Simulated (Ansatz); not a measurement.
The parent structure is Ge in the diamond structure (space group Fd-3m, No. 227; a = 5.6222 Å). Axes: x, y, z lie along the cube axes.

Level of theory: LDA in Ansatz (plane waves to 420 eV, PAW, no spin-orbit coupling).

Base values:

The pressure is 0.0 GPa.

The change: tensile biaxial strain of 1.67 % in the plane normal to [111], as in epitaxy on a mismatched substrate; the out-of-plane cell vector and the atoms relax.

Problem. What happens to the pressure?

Solution. The pressure (mean of the normal stresses, compression positive) goes from zero to -1.7 GPa.

Problem. Estimate the effect on the energy relative to the base.

Solution. The energy grows by 6.2 meV/atom.

No phonon test of stability was made.

Ansatz is a program for electronic structure.
